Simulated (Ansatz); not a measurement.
**Au (Im-3m, No. 229, 1 atom in the cell; start mp-2647062; another form than the element's usual one)**

Level of theory: LDA in Ansatz (plane waves, PAW).

Settings: plane-wave cutoff 520 eV, 24×24×24 k mesh, Fermi–Dirac smearing 0.05 eV, scalar-relativistic PAW data made under PBE.

Cell (relaxed at this level):

```xyz
1
Lattice="-1.6073 1.6073 1.6073 1.6073 -1.6073 1.6073 1.6073 1.6073 -1.6073" Properties=species:S:1:pos:R:3 pbc="T T T"
Au     0.0000     0.0000     0.0000
```

For Au (Im-3m, No. 229, 1 atom in the cell; start mp-2647062; another form than the element's usual one), the band gap is none. The bulk modulus is 193 GPa.

Note: the relaxation could not lower the start's symmetry, so the cell can be a saddle point above a distorted one; the bulk modulus is −V dP/dV from two relaxed cells at ±2 % in volume.

Spin–orbit coupling is not included; it can shift volumes and moduli of such heavy elements.

Cost on a shared machine: roughly 27 core-seconds.

A start named mp-… is a Materials Project structure, which need not be a measured phase.

Ansatz is a first-principles code.
